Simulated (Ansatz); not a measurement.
Take NaF in the rock salt structure (space group Fm-3m, No. 225; a = 4.629 Å) as the base. Axes: x, y, z lie along the cube axes.

All numbers come from PBEsol (Ansatz, a first-principles code; PAW; 420 eV plane waves; without spin-orbit coupling).

For the base:

| Property | Value |
|---|---|
| Band gap | 6.20 eV |
| Valence-band top at Γ | 0.00, 0.00, 0.00 eV |

One thing is altered: tensile biaxial strain of 2.08 % in the plane normal to [111], as in epitaxy on a mismatched substrate; the out-of-plane cell vector and the atoms relax.

Task: How does this affect the band gap?

Result: The band gap falls by 0.20 eV (6.20 eV → 6.00 eV).

Task: Estimate the effect on the in-plane stress.

Result: The mean in-plane stress (compression positive) is -1.8 GPa.

Task: Estimate the effect on the valence-band top at Γ.

Result: The valence-band top at Γ (three highest levels, from the VBM) changes from 0.00, 0.00, 0.00 eV to 0.00, -0.09, -0.09 eV.

Task: Predict the new out-of-plane strain.

Result: The out-of-plane strain amounts to -1.50 %.

Whether these cells are dynamically stable was not tested.
